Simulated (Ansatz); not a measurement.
Consider the energy of the reaction as written. Reaction: 3/8 cell B + 5/8 cell C → cell A. A negative value means that the right-hand side lies lower.

Cell A: a slab of Al (fcc, Fm-3m) cut along (111), 30 atoms, hexagonal cell of 5.71 Å (28.3 Å²), symmetry P-3m1 within 0.02 Å, 18.0 Å thick under 15 Å of vacuum, in-plane vectors held at the crystal's; planes from bottom to top: Cl | Al4 × 7 | Cl; added, foreign or displaced atoms, above the top plane and below the bottom plane: two times Cl bound to 3 Al at 2.62 Å; spin state with PBE: run without spin, k-point mesh 9×9×1.
```
Al14Cl
1.0
    5.71499     0.00000     0.00000
    2.85750     4.94933     0.00000
    0.00000     0.00000    32.78253
Al Cl
28 2
Direct
  0.00579   0.00579   0.28603
  0.16667   0.16667   0.35980
  0.83119   0.33441   0.42885
  0.00000   0.00000   0.50000
  0.16667   0.16667   0.57134
  0.83571   0.33214   0.64269
  0.99421   0.99421   0.71397
  0.00579   0.48842   0.28603
  0.16429   0.66786   0.35731
  0.83333   0.83333   0.42866
  0.00000   0.50000   0.50000
  0.16881   0.66559   0.57115
  0.83333   0.83333   0.64020
  0.99421   0.51158   0.71397
  0.48842   0.00579   0.28603
  0.66786   0.16429   0.35731
  0.33441   0.33441   0.42885
  0.50000   0.00000   0.50000
  0.66559   0.16881   0.57115
  0.33214   0.33214   0.64269
  0.51158   0.99421   0.71397
  0.50000   0.50000   0.28809
  0.66786   0.66786   0.35731
  0.33441   0.83119   0.42885
  0.50000   0.50000   0.50000
  0.66559   0.66559   0.57115
  0.33214   0.83571   0.64269
  0.50000   0.50000   0.71191
  0.16667   0.16667   0.77460
  0.83333   0.83333   0.22540
```

Cell B: a slab of Al (fcc, Fm-3m) cut along (111), 65 atoms, hexagonal cell of 8.57 Å (63.6 Å²), symmetry C2/m within 0.02 Å, 18.1 Å thick under 15 Å of vacuum, in-plane vectors held at the crystal's; planes from bottom to top: Cl | Al9 × 7 | Cl; added, foreign or displaced atoms, above the top plane and below the bottom plane: two times Cl bound to 3 Al at 2.64–2.66 Å; spin state with PBE: run without spin, k-point mesh 5×5×1.
```
Al63Cl2
1.0
    8.57249     0.00000     0.00000
    4.28625     7.42399     0.00000
    0.00000     0.00000    32.78253
Al Cl
63 2
Direct
  0.00367   0.00367   0.28528
  0.11069   0.11069   0.35869
  0.88852   0.22201   0.42902
  0.00000   0.00000   0.50000
  0.11126   0.11126   0.57112
  0.89143   0.22080   0.64249
  0.99633   0.99633   0.71472
  0.00056   0.33223   0.28595
  0.11119   0.44396   0.35870
  0.88772   0.55616   0.42885
  0.99974   0.33373   0.50001
  0.11228   0.44384   0.57115
  0.88881   0.55604   0.64130
  0.99579   0.34204   0.71439
  0.00421   0.65796   0.28561
  0.10857   0.77920   0.35751
  0.88874   0.88874   0.42888
  0.00026   0.66627   0.49999
  0.11148   0.77799   0.57098
  0.88931   0.88931   0.64131
  0.99944   0.66777   0.71405
  0.33223   0.00056   0.28595
  0.44396   0.11119   0.35870
  0.22191   0.22191   0.42883
  0.33373   0.99974   0.50001
  0.44384   0.11228   0.57115
  0.22129   0.22129   0.64239
  0.34204   0.99579   0.71439
  0.33270   0.33270   0.28586
  0.44389   0.44389   0.35816
  0.22213   0.55615   0.42885
  0.33344   0.33344   0.49996
  0.44448   0.44448   0.57164
  0.22137   0.55683   0.64177
  0.33449   0.33449   0.71253
  0.33382   0.66634   0.28702
  0.44317   0.77863   0.35823
  0.22201   0.88852   0.42902
  0.33361   0.66639   0.50000
  0.44385   0.77787   0.57115
  0.22080   0.89143   0.64249
  0.33366   0.66618   0.71298
  0.65796   0.00421   0.28561
  0.77920   0.10857   0.35751
  0.55615   0.22213   0.42885
  0.66627   0.00026   0.49999
  0.77799   0.11148   0.57098
  0.55683   0.22137   0.64177
  0.66777   0.99944   0.71405
  0.66634   0.33382   0.28702
  0.77863   0.44317   0.35823
  0.55552   0.55552   0.42836
  0.66639   0.33361   0.50000
  0.77787   0.44385   0.57115
  0.55611   0.55611   0.64184
  0.66618   0.33366   0.71298
  0.66551   0.66551   0.28747
  0.77871   0.77871   0.35761
  0.55616   0.88772   0.42885
  0.66656   0.66656   0.50004
  0.77809   0.77809   0.57117
  0.55604   0.88881   0.64130
  0.66730   0.66730   0.71414
  0.11325   0.11325   0.77601
  0.88675   0.88675   0.22399
```

Cell C: a slab of Al (fcc, Fm-3m) cut along (111), 9 atoms, hexagonal cell of 2.86 Å (7.1 Å²), symmetry P-3m1 within 0.02 Å, 17.4 Å thick under 15 Å of vacuum, in-plane vectors held at the crystal's; planes from bottom to top: Cl | Al × 7 | Cl; added, foreign or displaced atoms, above the top plane and below the bottom plane: two times Cl bound to 3 Al at 2.41 Å; spin state with PBE: run without spin, k-point mesh 18×18×1.
```
Al7Cl2
1.0
    2.85750     0.00000     0.00000
    1.42875     2.47466     0.00000
    0.00000     0.00000    32.78253
Al Cl
7 2
Direct
  0.00000   0.00000   0.28895
  0.33333   0.33333   0.35750
  0.66667   0.66667   0.42933
  0.00000   0.00000   0.50000
  0.33333   0.33333   0.57067
  0.66667   0.66667   0.64250
  0.00000   0.00000   0.71105
  0.33333   0.33333   0.76477
  0.66667   0.66667   0.23523
```

Computed with Ansatz (plane waves, PAW), its default PAW set, cutoff 420 eV, 500 eV for r2SCAN. The structures are at rest with PBE, within the held lattices; other levels are single points on them. Neutral cells; Fermi-Dirac smearing of at most 0.10 eV in the solids, energies taken to zero width. The lattices are those relaxed with PBE, so at other levels the solids can be strained, which adds to the spread. Larger cells are relaxed from a start prepared with the learned potential CHGNet, on a coarser mesh till forces fall under 0.03 eV/Å, which some starts already meet. A dispersion term (D3(BJ), or D4 for r2SCAN) was computed beside these levels and is taken off wherever the name lacks it. Nuclei at rest; no vibrational terms. No structure search was made; lower ones may exist. No correction for cell size. The cells' k-point meshes differ in density, so the last digit is unsettled. Cell A has symmetry P-3m1 within 0.02 Å and got no random move, so less symmetric positions, which may lie lower, weren't tried. Cell B has symmetry C2/m within 0.02 Å and got no random move, so less symmetric positions, which may lie lower, weren't tried. Cell C has symmetry P-3m1 within 0.02 Å and got no random move, so less symmetric positions, which may lie lower, weren't tried.

### Question
Predict the value from PBE.

### Answer
-1.16 eV, for 3/8 cell B + 5/8 cell C → cell A.

### Question
How does the value move with the functional?

### Answer
```json
[
 {"Functional": "r2SCAN", "value (eV)": "-1.03", "less PBE": "0.13"}
]
```

The levels shown span 0.13 eV, from PBE (-1.16) to r2SCAN (-1.03).

Ansatz is a first-principles code.
